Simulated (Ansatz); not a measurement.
The starting structures come from a database of crystals and need not be the phases stable at ambient conditions.

By PBEsol, the system below comes out a metal.

A figure of merit of an interconnect metal is its ballistic conductance per area.

Consider the following.

```xyz
4
Lattice="3.1872 0.0000 0.0000 -1.5936 2.7602 0.0000 0.0000 0.0000 5.4902" Properties=species:S:1:pos:R:3 pbc="T T T"
Zr     0.0000     1.8402     1.3725
Zr     1.5936     0.9201     4.1176
N      0.0000     0.0000     0.0000
N      0.0000     0.0000     2.7451
```

The cell is taken as given; by PBEsol it stands under a pressure of -6.1 GPa.

The current flows along the normal of the first two printed cell vectors, the (001) plane of the conventional cell. No spin-orbit coupling; the value is a mean over 0.1 eV about the Fermi level.

**Question.** State the ballistic conductance per area according to Ansatz (a quantum-chemistry and plane-wave program) with PBEsol.

**Answer.** 0.94 × 10¹⁵ S/m² for both spins.
